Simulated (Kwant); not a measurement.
Device: wire with on-site disorder in a In0.53Ga0.47As two-dimensional gas. Effective mass 0.041 mₑ, grid spacing 12 nm, hard walls, nominal width 200 nm (17 grid rows, so walls 216 nm apart), one parabolic valley, scattering region 400 nm long along x; energies count from the band bottom; Fermi energy swept from 0.00011464 to 0.003432 eV. On-site energies in the scattering region are random, uniform within ±W/2, W = 0.013 eV, averaged over 12 samples.

The device is made up for the run: typed textbook-type constants, with dimensions and the other settings drawn at random.

Computed with Kwant: effective-mass tight-binding model on a square grid, one spin, coherent transport at 0 K. Conductance is in e²/h.

Question: How many channels do the leads carry at E = 2.71, 3.43 meV?

Answer: The hard-wall thresholds are n² ħ²π²/(2mW²) = n² × 0.197 meV with W = 216 nm. √(2.71/0.197) = 3.71, so 3. √(3.43/0.197) = 4.18, so 4.
